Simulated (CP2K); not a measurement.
Band structure of LiCl (Fm-3m, 2 atoms in the cell).

```
CELL_PARAMETERS angstrom
      3.50774     0.00000     0.00000
      1.75387     3.03779     0.00000
      1.75387     1.01260     2.86406
ATOMIC_POSITIONS crystal
  Li 0.00000 0.00000 0.00000
  Cl 0.50000 0.50000 0.50000
```

Computed with PBE, GPW, DZVP-MOLOPT-SR-GTH basis, GTH-PBE potentials (GTH_POTENTIALS) run with CP2K.

Settings: CUTOFF = 400 Ry; REL_CUTOFF = 50 Ry; SMEAR/METHOD = FERMI_DIRAC; ELECTRONIC_TEMPERATURE = 232.09 K; KPOINTS/SCHEME = MONKHORST-PACK 11 11 11; XC_FUNCTIONAL = PBE; Li/BASIS_SET = DZVP-MOLOPT-SR-GTH-q3; Li/POTENTIAL = GTH-PBE-q3; Cl/BASIS_SET = DZVP-MOLOPT-SR-GTH-q7; Cl/POTENTIAL = GTH-PBE-q7; METHOD = GPW; EPS_DEFAULT = 1e-10; EXTRAPOLATION = USE_GUESS; NGRIDS = 5.

The starting cell comes from a database of computed structures (which also holds hypothetical and non-ambient phases and stackings), without a prior relaxation at this level. Its lattice was rescaled by a random factor within 2.5 % of one. Values carry the incompleteness of an atom-centred basis.

Predict the gap along the standard path and the places of the band edges.

The gap along the path is 6.88 eV, direct at Γ to within 0.01 eV.

Levels in eV from the top of the valence band on the SCF mesh, bands 2 to 6:
```
point       2      3      4      5      6
-----  ------  -----  -----  -----  -----
Γ      -13.77   0.00   0.00   0.00   6.88
X      -12.72  -3.41  -1.31  -1.31   8.11
W      -12.73  -2.52  -2.52  -1.25  10.10
K      -12.75  -2.94  -2.10  -0.99   8.79
L      -13.05  -3.27  -0.30  -0.30   7.34
U      -12.75  -2.94  -2.10  -0.99   8.79
```

Higher empty bands are left out: an atom-centred basis made for the valence describes them poorly.
